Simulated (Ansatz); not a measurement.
Hypothetical diamond B, response to strain

The reference is B in the diamond structure (space group Fd-3m, No. 227; a = 4.0521 Å; a hypothetical phase, not in the database extracts checked; relaxed with 0.1 eV smearing).

Strains are applied to the cell and any free atomic positions relax.

All numbers come from DFT with PBE, PAW potentials and a 420 eV plane-wave cutoff in Ansatz (an electronic-structure program), without spin-orbit coupling.

```json
[
 {"isotropic strain (%)": "-5.95", "pressure (GPa)": "44.9"},
 {"isotropic strain (%)": "-2.17", "pressure (GPa)": "?"},
 {"isotropic strain (%)": "0", "pressure (GPa)": "0.0"},
 {"isotropic strain (%)": "0.15", "pressure (GPa)": "-0.8"},
 {"isotropic strain (%)": "0.78", "pressure (GPa)": "-3.9"}
]
```

Task: Fit P = P₀ − Bδ + Cδ² with δ = (1 + ε)³ − 1 to the rows shown and predict the withheld row.

Result: Least squares on the printed values gives P₀ = 0.0 GPa, B = 178 GPa, C = 532 GPa (largest residual 0.0 GPa); this predicts 13.5 GPa, and the run gives 13.0 GPa, 0.5 lower.

Stability against distortions was not tested.
